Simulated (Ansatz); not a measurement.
ZnS with two functionals, pressure 30 GPa

Consider ZnS in the wurtzite structure (space group P6_3mc, No. 186; a = 3.845 Å, c = 6.306 Å).

(Cell as relaxed with PBE.)

Levels (all Ansatz, a quantum-chemistry and plane-wave program, PAW): PBE (420 eV, no SOC); r2SCAN (500 eV, without spin-orbit coupling).

Each level relaxes its own structure.

| base | PBE | r2SCAN |
|---|---|---|
| volume per atom | 20.18 Å³ | 19.59 Å³ |
| lattice parameter a | 7.266 bohr | 7.192 bohr |
| band gap | 2.08 eV | 2.78 eV |

Modification: cell and atoms relaxed at a pressure of 30 GPa.

```tsv
quantity	PBE	r2SCAN
shift of the gap caused by the change	+1.02 eV	+0.70 eV
gap character	indirect, Γ → L–M (33 % along)	indirect, Γ → K
band gap	3.10 eV	3.48 eV
volume per atom	15.71 Å³	15.52 Å³
```

PBE's shift of the gap caused by the change lies 0.328 eV above r2SCAN's; they disagree on the gap character; PBE's band gap lies 0.372 eV below r2SCAN's; PBE's volume per atom lies 0.19 Å³ above r2SCAN's (1.2 %). Neither level is exact; r2SCAN is the comparison here, not a measurement.

Load acts through the strain it causes; cell and atoms are relaxed under it. No phonon test of stability was made. Tetrahedral semiconductors of this kind turn to denser phases somewhere between about 1 and 50 GPa; those were not computed, so compressed cells here can lie past the real transition.
